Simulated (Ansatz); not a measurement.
The reference is Mg in the hcp (Mg type) structure (space group P6_3/mmc, No. 194; relaxed with 0.1 eV smearing).

```
CELL_PARAMETERS angstrom
      3.17512     0.00000     0.00000
     -1.58756     2.74974     0.00000
      0.00000     0.00000     5.16281
ATOMIC_POSITIONS crystal
  Mg 0.33333 0.66667 0.75000
  Mg 0.66667 0.33333 0.25000
```

All numbers come from plane-wave PAW DFT at the PBEsol level (Ansatz, a quantum-chemistry and plane-wave program, 420 eV), without spin-orbit coupling.

Base values:

The pressure is 0.0 GPa.

Now apply this change: every lattice vector is shortened by 1.78 %, atoms relaxed at fixed cell.

Estimate the effect on the energy relative to the base and pressure.

The energy grows by 7.9 meV/atom; the pressure (mean of the normal stresses, compression positive) goes from zero to 2.2 GPa.

The cells carry an imposed strain or load. No phonon test of stability was made.
